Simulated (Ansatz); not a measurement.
Volume per atom (Å³/atom) of solids drawn from the class of silicides and borides, at two levels: PBE in Ansatz (PAW), and PBE-D4 (PAW; Ansatz, a program for electronic structure).

```
solid             PBE  PBE-D4
--------------  -----  ------
AlB2-type ZrB₂  10.28       ?
C11b WSi₂       13.67   13.30
AlB2-type HfB₂   9.96    9.73
C11b MoSi₂      13.58   13.19
AlB2-type TiB₂   8.56    8.29
AlB2-type MgB₂   9.62    9.34
```

Estimate the withheld PBE-D4 value from the other rows.

One way: carry over the typical ratio. The ratios PBE-D4 / PBE of the other rows, in order: 0.9685, 0.9709, 0.9713, 0.9729, 0.9769; median 0.9713. AlB2-type ZrB₂: 10.28 × 0.9713 = 9.98 Å³/atom; the run gives 10.03 Å³/atom. The ratios spread from 0.9685 to 0.9769.

Over all 6 rows PBE-D4 is the larger in 0.

Ansatz's runs of these crystals have no spin polarisation.

Spin–orbit coupling is left out, also for the solids with elements from indium on (C11b WSi2, AlB2-type HfB2); its size isn't shown.

Ansatz's density-functional and Hartree–Fock values are scalar-relativistic unless marked +SOC, with PAW data made under PBE.
